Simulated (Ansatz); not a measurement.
Band structure of LaMnAlNi₃ (P-6m2, 6 atoms in the cell).

```yaml
crystal:
  lattice:
    - [5.23543, 0.00000, 0.00000]
    - [-2.61772, 4.53402, 0.00000]
    - [0.00000, 0.00000, 3.92715]
  atoms:
    - { symbol: La, position: [0.00000, 0.00000, 0.00000] }
    - { symbol: Mn, position: [0.66667, 0.33333, 0.00000], spin: 4.0 }
    - { symbol: Al, position: [0.33333, 0.66667, 0.00000] }
    - { symbol: Ni, position: [0.50051, 0.00102, 0.50000] }
    - { symbol: Ni, position: [0.50051, 0.49949, 0.50000] }
    - { symbol: Ni, position: [0.99898, 0.49949, 0.50000] }
```
(The spins are starting values, not results.)

Method: PBEsol, PAW files made with PBE (plane waves; Ansatz, a program for electronic structure).

Settings: kpoints.mp_grid.grid = 5 5 5; hamiltonian.xc = pbesol; hamiltonian.pseudopotentials = {kind: paw} (the program's default PAW files); magnetization.spin_polarized = true; scf.occupations.method = fermi_dirac; scf.occupations.width = 0.1 eV; kpoints.band_path.npoints = 8.

The starting cell comes from a database of computed structures (which also holds hypothetical and non-ambient phases and stackings), without a prior relaxation at this level. With one magnetic atom in the cell only a parallel order is possible.

Levels in eV from the Fermi level, bands 40 to 47 of the first spin channel:
```json
[
 {"point": "Γ", "40": "-0.79", "41": "-0.73", "42": "-0.45", "43": "0.43", "44": "0.43", "45": "0.75", "46": "1.24", "47": "1.70"},
 {"point": "M", "40": "-1.09", "41": "-1.01", "42": "-0.62", "43": "-0.39", "44": "0.68", "45": "1.21", "46": "1.42", "47": "1.55"},
 {"point": "K", "40": "-1.21", "41": "-1.01", "42": "-0.76", "43": "-0.58", "44": "0.82", "45": "1.11", "46": "1.81", "47": "1.99"},
 {"point": "A", "40": "-1.08", "41": "-1.08", "42": "-0.80", "43": "-0.80", "44": "-0.45", "45": "-0.23", "46": "0.22", "47": "0.22"},
 {"point": "L", "40": "-1.18", "41": "-0.82", "42": "-0.80", "43": "-0.50", "44": "-0.36", "45": "0.81", "46": "0.95", "47": "2.00"},
 {"point": "H", "40": "-1.38", "41": "-1.05", "42": "-0.56", "43": "-0.35", "44": "-0.28", "45": "-0.05", "46": "1.30", "47": "2.25"}
]
```

Bands cross the Fermi level along this path, so the cell is metallic at this level.

The net moment of the cell came out as 3.58 μB.

Keys are those of Ansatz 0.2.
